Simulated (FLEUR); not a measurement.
FLEUR run on Ga (Cmce, 4 atoms in the cell): self-consistent single point.

Computed with PBEsol, all-electron FLAPW (FLEUR), scalar-relativistic valence.

```
CELL_PARAMETERS angstrom
      2.23154    -3.82558     0.00000
      2.23154     3.82558     0.00000
      0.00000     0.00000     4.58739
ATOMIC_POSITIONS crystal
  Ga 0.65570 0.34430 0.41540
  Ga 0.34430 0.65570 0.58460
  Ga 0.84430 0.15570 0.91540
  Ga 0.15570 0.84430 0.08460
```

Reference input (self-consistent single point, DFT, PBE, all-electron FLAPW (FLEUR), scalar-relativistic valence): Kmax = 3.6 1/bohr; GmaxXC = 14.4 1/bohr; xcFunctional = pbe; jspins = 1; l_soc = F; mode = hist; fermiSmearingEnergy = 0.00499791 Htr; mesh (inpgen div1-3) = 6 6 5; inpgen gamma flag = true; Gmax = 14.4 1/bohr; numbands = 0; maxIterBroyd = 15. This run's input differs from it in these lines:

```diff
@@ -16,2 +16,3 @@
 &comp jspins=1 /
+&exco xctyp='PBEs' /
 &kpt div1=6 div2=6 div3=5 gamma=t /
@@ -28,3 +29,3 @@
       <coreElectrons ctail="T" frcor="F" kcrel="0" coretail_lmax="0"/>
-      <xcFunctional name="pbe" relativisticCorrections="F"/>
+      <xcFunctional name="PBEs" relativisticCorrections="F"/>
       <magnetism jspins="1"/>
```

The program printed (abridged):

```
 Iteration:     1   Distance:       7.03688427 me/bohr^3
 Iteration:     2   Distance:       6.10105459 me/bohr^3
 Iteration:     3   Distance:       2.71856238 me/bohr^3
 Iteration:     4   Distance:       0.76774038 me/bohr^3
 Iteration:     5   Distance:       0.78023475 me/bohr^3
   [... 5 lines left out ...]
 Iteration:    11   Distance:       0.00036024 me/bohr^3
 Iteration:    12   Distance:       0.00020998 me/bohr^3
 Iteration:    13   Distance:       0.00006396 me/bohr^3
 Iteration:    14   Distance:       0.00000711 me/bohr^3
 Reset of history
 Run finished successfully
 Stop message:
   Structural relaxation: new displacements generated

[file out, last iteration]
             iter=     15
[...]
          total density-effective poten   -1.2382295926E+04
          total charge density-energy d   -2.9671575069E+02
 Updated energy parameters for spin:           1
[...]
 fermi energy and band-weighting factors:

[...]
FERMIE:
          first approx. to ef    (T=0)  :   0.226933 htr   (energy of the highest occ. eigenvalue)
          number of occ. states  (T=0)  :       1015
          first approx. to seigv (T=0)  : -12.322272 htr
          sum of weights of occ. states :  26.000000
          sum of semicore charge        :   0.000000 e
FERHIS:  Fermi-Energy by histogram:
          bandgap                     :   0.000053 htr
   [... lines left out ...]
          charge neutrality (T=0)     :   0.000000    (zero if the highest occ. eigenvalue is "entirely" occupied)
     EF_NEWTON:  Adjust Fermi-Energy by Newton-Method.
 Direct bandgap for spin            1 :    8.4727300088183743E-003  Htr
   [... lines left out ...]
 ---->    (input%tkb*entropy) TS=              0.0019733780 htr
 ---->    free energy=                     -7770.6167498450 htr
      extrapolation for T->0
 ---->    total electron energy=           -7770.6157631560 htr
 ***** TOTAL FORCES ON ATOMS *****
 TOTAL FORCE FOR ATOM TYPE=  1  X=  0.000   Y=  4.978   Z=  3.601
                       FX_TOT= 0.000000 FY_TOT= 0.000092 FZ_TOT= 0.000156
```

The run converged in 14 iterations. FLEUR gives forces in its relaxation mode, with a further iteration, so its stop message speaks of a relaxation. 

The starting cell comes from a database of computed structures (which also holds hypothetical and non-ambient phases and stackings), without a prior relaxation at this level. Its lattice was rescaled by a random factor within 2.5 % of one. Values depend on the basis (sphere radii, cutoffs, local orbitals), which need not be converged. The log's line on a gap gives a spacing of levels on this mesh, which the program prints for metals too.

These are the values that this program gave, and no reference: the default basis lacks the next d shell.

Cost on one core of a shared machine: roughly 80 s.
